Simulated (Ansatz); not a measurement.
An Ansatz (a quantum-chemistry and plane-wave program) input (r2SCAN, PAW, 500 eV (Ansatz; spin-orbit coupling left out), earlier PAW set):

Ansatz 0.2 input:
```yaml
crystal:
  lattice:
    - [3.7580568777, 0, 0]
    - [1.8790284388, 3.2545727249, 0]
    - [0, 0, 16.5342202958]
  atoms:
    - { symbol: Si, position: [0.6666666667, 0.1666666667, 0.4536046978] }
    - { symbol: Co, position: [0.3333333333, -0.1666666667, 0.5] }
    - { symbol: Si, position: [1, 0.5, 0.5463953022] }
basis: { ecutwfc: 500, ecutrho_ratio: 4, xc_grid: 4, fft_grid_basis: typed }
kpoints: { mp_grid: { grid: [14, 14, 1] } }
hamiltonian:
  xc: r2scan
  dispersion: none
  pseudopotentials: { azcp: { folder: ./paw }, kind: paw }
scf: { occupations: { method: fermi_dirac, width: 0.05 }, convergence: { dr2_threshold: 0.0000000003 } }
relax: { f_tol: 0.01, max_steps: 50 }
output: { forces: true, stress: true }
checkpoint: { write: state.ck, write_every: 1000 }
```

Task: Which symmetry and how many k-points will the program report, and about how many plane waves at Γ?

Result: Space group P-3m1 (ITA 164) with 12 operations, k-points 24 of 196, and 5089 plane waves at Γ.

Whether these cells are dynamically stable was not tested. The final runs are not spin-polarised. The cell was made from CoSi2 (space group Fm-3m, No. 225; non-magnetic) by this change: a free-standing slab of 1 layer (3 atoms, 3 a layer) is cut normal to [111], with 15 Å of vacuum and the in-plane cell held at bulk.
